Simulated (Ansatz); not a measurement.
## MgCu2 (model structure, started from the C15 type, Fd-3m, No. 227, 6 atoms in the cell)

The numbers are results of r²SCAN+rVV10 (plane waves, PAW; Ansatz, an electronic-structure program), not measurements.

Settings: plane-wave cutoff 560 eV, 14×14×14 k mesh, Fermi–Dirac smearing 0.05 eV, no spin polarisation, scalar-relativistic PAW data made under PBE.

Cell (relaxed at this level):

```
Cu2Mg
1.0
    0.00000     3.46636     3.46636
    3.46636     0.00000     3.46636
    3.46636     3.46636     0.00000
Cu Mg
4 2
Direct
  0.12500   0.12500   0.12500
  0.62500   0.12500   0.12500
  0.12500   0.62500   0.12500
  0.12500   0.12500   0.62500
  0.75000   0.75000   0.75000
  0.50000   0.50000   0.50000
```

```json
{
  "band_gap": "zero (no gap)"
}
```

The result took around 5 core-minutes (rough).

A model structure was made by putting elements into a prototype or built by hand; here it ended with the formula and space group of a phase in our tables.
